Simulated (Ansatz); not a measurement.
**Mg2Si, response to strain and stress**

Consider Mg₂Si (space group Fm-3m, No. 225).

```xyz
3
Lattice="0.0000 3.1630 3.1630 3.1630 0.0000 3.1630 3.1630 3.1630 0.0000" Properties=species:S:1:pos:R:3 pbc="T T T"
Si     0.0000     0.0000     0.0000
Mg     1.5815     1.5815     1.5815
Mg     4.7446     4.7446     4.7446
```

Cartesian axes are those of the cell as printed.

Strains are applied to the cell and any free atomic positions relax; under stress the whole cell relaxes.

Level of theory: PBEsol/PAW in Ansatz (a quantum-chemistry and plane-wave program), spin-orbit coupling left out.

Candidates:
(a) uniaxial stress, 2 GPa tension along z
(b) strain tensor (xx, yy, zz, yz, xz, xy) = (−1.51, −0.98, −0.40, +0.04, +0.46, −1.93) %
(c) isotropic strain −2.20 %

Notes on the quantities. energy relative to the base: free energy F.

**Question.** Order them by energy relative to the base, highest first.

**Answer.** (c) isotropic strain −2.20 % (+17 meV/atom), (b) strain tensor (xx, yy, zz, yz, xz, xy) = (−1.51, −0.98, −0.40, +0.04, +0.46, −1.93) % (+8.6 meV/atom), (a) uniaxial stress, 2 GPa tension along z (+2.4 meV/atom)

Stability under load was not tested beyond the relaxation. The final runs are not spin-polarised.
